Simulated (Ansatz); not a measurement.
For PbZrO₃ (Amm2, No. 38, 5 atoms in the cell; start mp-20337; a measured phase of this formula has another space group), PBEsol (Ansatz, a first-principles code, PAW) gives:

- volume per atom = 14.46 Å³/atom
- formation enthalpy = -2.521 eV/atom

### Question
What does r²SCAN-D4 (PAW; Ansatz) give for the same quantities?

### Answer

- equilibrium volume per atom: 14.57 Å³/atom (increases by 0.8 %)
- formation enthalpy: -2.753 eV/atom (moves by -0.232 eV/atom)

Changes are worked out from the printed values.

Unless a cell is named, each level is at its own relaxed cell (PBEsol 14.46, r²SCAN-D4 14.57 Å³/atom).

Levels without +SOC leave out spin–orbit coupling, which shifts energies and cells of such heavy elements.

Caveats: the relaxation could not lower the start's symmetry, so the cell can be a saddle point above a distorted one (PBEsol, r²SCAN-D4). Ansatz's density-functional and Hartree–Fock values are scalar-relativistic unless marked +SOC, with PAW data made under PBE.

A start named mp-… is a Materials Project structure, which need not be a measured phase.
